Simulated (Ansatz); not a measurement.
MgO under a change: uniaxial strain ε_yy = +4.07 %

Start from MgO in the rock salt structure (space group Fm-3m, No. 225; a = 4.2149 Å). Axes: x, y, z lie along the cube axes.

One thing is altered: the cell is stretched by 4.07 % along y with no lateral relaxation, atoms relaxed at fixed cell.

Level of theory: PBEsol (Ansatz, an electronic-structure program; PAW; 420 eV plane waves; without spin-orbit coupling), earlier PAW set. k-mesh 13×13×13 (Γ-centred); smearing 0.05 eV (Fermi–Dirac).

The volume per atom increases by 0.38 Å³ (9.36 Å³ → 9.74 Å³) and the space group changes from Fm-3m (No. 225) to I4/mmm (No. 139). The energy goes up by 12 meV/atom and the pressure (mean of the normal stresses, compression positive) goes from zero to -53.3 kbar. The band gap shrinks by 0.43 eV, from 4.62 eV to 4.19 eV and the gap character remains direct at Γ. The electron mass becomes 0.31 mₑ along y, 0.34 mₑ across (at Γ) (base: 0.34 mₑ (at Γ)) and the valence-band top at Γ (three highest levels, from the VBM) becomes 0.00, -0.08, -0.08 eV (base: 0.00, 0.00, 0.00 eV). The stress (xx, yy, zz, yz, xz, xy; compression positive) comes out as (-3.36, -9.27, -3.36, 0.00, 0.00, 0.00) GPa.

Final structure:

```
CELL_PARAMETERS angstrom
      0.00000     2.19322     2.10744
      2.10744     0.00000     2.10744
      2.10744     2.19322     0.00000
ATOMIC_POSITIONS crystal
  O  0.00000 0.00000 0.00000
  Mg 0.50000 0.50000 0.50000
```

Masses are band curvatures over ±0.01 Å⁻¹ around the edge. Stability against distortions was not tested. Labels are those of the standard path for the cell's own space group.
